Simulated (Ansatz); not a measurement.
## K2S: band gap against strain

K2S (antifluorite, Fm-3m, 32.900 Å³/atom at rest, cube axes along x, y and z) under an equal strain ε along all three axes. PBEsol in Ansatz, a plane-wave DFT program (PAW, default set), 420 eV, 8×8×8 Γ-centred mesh, Fermi-Dirac smearing 0.05 eV; ions are relaxed within the symmetry of each cell. Gaps are the smallest over the k-mesh and a band path, without spin-orbit coupling; in all rows the valence edge lies at about 0.9 Å⁻¹ from Γ and the conduction edge at Γ.

Here s stands for strain and Eg for gap.

```
strain (%)  gap (eV)
----------  --------
-1.50           2.46
-1.00           2.42
-0.50           2.38
0.00            2.35
0.50            2.31
1.00            2.28
1.50            2.24
3.00               ?
```

Fit Eg of the 7 rows that show it with a straight line. Means: s 0, Eg 2.349. About the means, the sum of products is -0.50500 and the sum of squares of s is 7.0000; the slope is their ratio. Least squares gives Eg = 2.349 - 0.0721·s. Residuals (row less fit): 0.003, -0.001, -0.005, 0.001, -0.003, 0.003, -0.001; standard error 0.003 (degrees of freedom: 5). Over these rows the gap moves by -7.2 ± 0.1 eV per unit strain, or -2.4 eV per unit of ln V.

**Question.** Predict the withheld Eg at s = 3.00 from the fit, and compare with the calculation.

**Answer.** Eg = 2.349 - 0.0721 × 3.0 = 2.133 eV. The calculation gives 2.14 eV, 0.007 eV above the prediction (2.2 % of the range of Eg in the table). The row lies outside the fitted rows, so this is an extrapolation. The fitted rows scatter only by rounding.

Other structures, which can take over under pressure, weren't tried. Rows are the converged runs of the series near zero and its far end; series whose fitted rows scatter by over a few per cent of the range, as at a crossing or softening among them, aren't shown in this form. Most that stay on the fit to the last digits aren't either.
